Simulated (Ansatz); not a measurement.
Structure of amorphous Hf14O35Si4 (periodic cell):

```xyz
53
Lattice="8.9122 0.0000 0.0000 0.0000 8.9122 0.0000 0.0000 0.0000 8.9122" Properties=species:S:1:pos:R:3 pbc="T T T"
Hf     5.5904     0.1340     0.8936
Hf     1.8476     7.7461     0.0871
Hf     1.2866     0.0265     5.4005
Hf     0.7482     5.4148     5.0135
Hf     6.5288     5.9282     4.6078
Hf     4.2316     5.3138     2.1833
Hf     3.1913     2.1931     1.0275
Hf     5.6581     2.5259     3.4435
Hf     4.1530     1.3737     6.6713
Hf     0.6960     5.0442     1.6565
Hf     7.6127     4.6984     7.6182
Hf     4.0375     5.2471     7.4118
Hf     7.4807     8.3155     6.9875
Hf     1.4432     3.2944     7.4722
O      0.0528     7.0755     1.1833
O      1.7163     3.5673     0.6577
O      4.5143     6.6859     3.8116
O      0.9183     3.8719     3.4617
O      8.8506     3.8841     6.2029
O      6.9556     6.6931     8.2562
O      5.5917     0.3393     7.6581
O      8.0448     6.2588     6.0805
O      8.4180     2.6999     8.2551
O      7.6399     4.9218     0.8945
O      3.6653     2.8995     8.0454
O      1.1376     1.2617     3.7774
O      3.2519     6.9834     7.7893
O      0.6688     8.1066     7.4228
O      3.5762     0.1231     0.6520
O      2.4018     6.1793     1.6500
O      8.3826     2.2901     1.9124
O      5.7961     4.9872     6.3913
O      5.8224     4.5483     3.2907
O      6.2019     7.2151     1.7752
O      8.2785     0.4176     5.5776
O      7.6164     0.3414     0.1942
O      4.7574     5.0394     0.3409
O      2.0642     1.5288     6.6289
O      1.6060     7.1171     4.7114
O      7.5080     2.5242     4.1720
O      6.0879     7.8509     5.2989
O      8.2402     5.8092     3.5356
O      1.3099     0.9889     0.5472
O      5.1770     0.3754     3.1700
O      3.6036     8.8421     5.2852
O      2.4432     4.6380     6.2769
O      5.3761     2.0414     1.3252
O      4.8897     2.4143     5.2590
O      3.6436     3.4119     2.5913
Si     0.0557     2.4220     3.4611
Si     4.7748     8.2169     4.3446
Si     7.4164     6.5759     0.9106
Si     8.6715     1.5589     0.5040
```

These are PBE, scalar-relativistic without spin-orbit coupling (plane waves to 420 eV, PAW; Ansatz, a quantum-chemistry and plane-wave program) values and carry that method's errors. The usual formal charges leave 2 electrons over, so the level spacing at the Fermi energy parts defect or band states and needn't be the band gap.

Preparation: random packing, a CHGNet melt and quench, and a DFT relaxation. O atoms were pushed apart under 1.9 Å during the dynamics, to hinder bonds among them. The hot cell started wider than the set density and was brought back towards it in steps. It is the lowest in DFT energy of 2 quenches. It is a model cell: composition and starting density were chosen by hand, and all elements were melted together. No dispersion term was used. Its density started from a set value of 7.44 and ended at 7.44 g/cm³. The quench (nominally 450 K/ps over its main leg) was far faster than any real one, so the model tends to hold more defects than a real film. Values belong to this one cell and scatter from quench to quench. The volume was held where the preparation left it, at a PBE pressure of 1.5 GPa. Stress components on the final sampling reach 2.1 GPa. On a 2×2×2 Γ-centred mesh force components of up to 0.36 eV/Å stay, since the relaxation ran on the zone centre alone.

Cut-offs for bonds: Hf-Hf 3.34 Å, Hf-O 2.58 Å, Hf-Si 2.89 Å, O-O 1.58 Å, O-Si 2.12 Å, Si-Si 2.60 Å. Two cations that share two anions don't count as bonded, nor two that share one unless they lie closer than Hf-Hf 3.25 Å, Hf-Si 2.81 Å, Si-Si 2.38 Å.

Problem. Give the coordination numbers, mean bond lengths and angles.

Solution. 
| Item | Value |
|---|---|
| Mean coordination of Hf by anions | 5.86 (3 with 5, 10 with 6, 1 with 7) |
| Mean coordination of O | 2.80 (9 with 2, 24 with 3, 2 with 4) |
| Mean coordination of Si by anions | 4.00 (4 with 4) |
| Mean Hf-O bond | 2.129 Å (spread 0.122 Å, 82 counted) |
| Mean O-Si bond | 1.644 Å (spread 0.020 Å, 16 counted) |
| Bond angle at Hf | mean 103.2°, spread 27.8° |
| Bond angle at O | mean 115.8°, spread 17.0° |
| Bond angle at Si | mean 109.3°, spread 7.3° |

Problem. List the pairs of like atoms that count as bonded by the rules above.

Solution. There are none by these rules.
